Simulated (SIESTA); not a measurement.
Band structure of Pt3Ti (Pm-3m, 4 atoms in the cell).

```
CELL_PARAMETERS angstrom
      3.92000     0.00000     0.00000
      0.00000     3.92000     0.00000
      0.00000     0.00000     3.92000
ATOMIC_POSITIONS crystal
  Ti 0.00000 0.00000 0.00000
  Pt 0.00000 0.50000 0.50000
  Pt 0.50000 0.00000 0.50000
  Pt 0.50000 0.50000 0.00000
```

Level of theory: GGA PBE, numerical atomic orbitals DZP, PseudoDojo PBE standard norm-conserving potentials (rewritten from UPF to PSML) (SIESTA 5.4.2).

Settings: XC.functional = GGA; XC.authors = PBE; potentials = PseudoDojo PBE standard; PAO.BasisSize = DZP; PAO.EnergyShift = 0.01 Ry; MeshCutoff = 400 Ry; kgrid.MonkhorstPack = 6 6 6; OccupationFunction = FD; ElectronicTemperature = 0.1 eV; MaxSCFIterations = 150; SCF.Mixer.Method = Pulay; SCF.Mixer.Weight = 0.25; SCF.Mixer.History = 6; SCF.DM.Tolerance = 1.0E-04.

The starting cell has typed, rounded lattice constants, without a prior relaxation at this level. Spin-orbit coupling is off. Spin polarisation is off. Values carry the incompleteness of an atom-centred basis.

Levels in eV from the Fermi level, bands 30 to 35:
| point | 30 | 31 | 32 | 33 | 34 | 35 |
|---|---|---|---|---|---|---|
| Γ | 0.01 | 0.01 | 0.01 | 1.41 | 1.41 | 1.79 |
| X | -2.60 | -2.40 | -1.34 | -0.14 | -0.14 | 0.02 |
| M | -3.02 | -2.30 | -2.25 | -2.21 | 0.25 | 0.25 |
| R | -0.53 | -0.53 | -0.53 | -0.47 | -0.47 | -0.47 |

Bands cross the Fermi level along this path, so the cell is metallic at this level.

Higher empty bands are left out: an atom-centred basis made for the valence describes them poorly.
